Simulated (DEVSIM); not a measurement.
Structure: Mo/SiO2/n-Si capacitor, at 300 K.

| layer (left to right) | material | thickness (nm) | Nd (cm⁻³) |
|---|---|---|---|
| 1 | SiO2 | 5.50 | - |
| 2 | Si | 7500 | 5.8e15 |

Metal gate on the left, work function 4.6 eV. Fixed charge at the semiconductor interface -3.1e10 cm⁻² (in units of +e); interface traps 1.7e12 cm⁻² eV⁻¹, uniform in energy, neutral level at 0.5 of the gap above the valence band.

This is a model device: material constants are rounded textbook-type values typed into the input, and sizes, dopings and lifetimes were drawn at random. Values at 300 K.

| parameter | SiO2 | Si |
|---|---|---|
| gap (eV) | 9 | 1.124 |
| affinity (eV) | 0.9 | 4.05 |
| permittivity | 3.9 | 11.7 |
| Nc (cm⁻³) | - | 2.86e19 |
| Nv (cm⁻³) | - | 3.1e19 |

Simulated with DEVSIM: 1D Poisson equation in equilibrium, Boltzmann statistics, complete ionisation; no quantum confinement or tunnelling. Metal contacts follow the ideal Schottky-Mott rule: no Fermi-level pinning, no interface dipoles.

The interface trap density was swept, all else fixed.

| interface trap density (cm^-2 eV^-1) | minimum of the low-frequency capacitance (μF/cm²) | flat-band voltage (V) | threshold voltage (band bending 2φF) (V) |
|---|---|---|---|
| 0 | ? | 0.34 | -0.40 |
| 1e10 | 0.0301 | 0.34 | -0.40 |
| 1e11 | 0.0429 | 0.35 | -0.41 |
| 3e11 | 0.0695 | 0.36 | -0.43 |
| 1e12 | 0.146 | 0.43 | -0.49 |
| 1.7e12 | 0.204 | 0.49 | -0.55 |
| 2e12 | 0.225 | 0.51 | -0.58 |

Some entries are withheld; supply them.


- 0, minimum of the low-frequency capacitance (μF/cm²): 0.0286
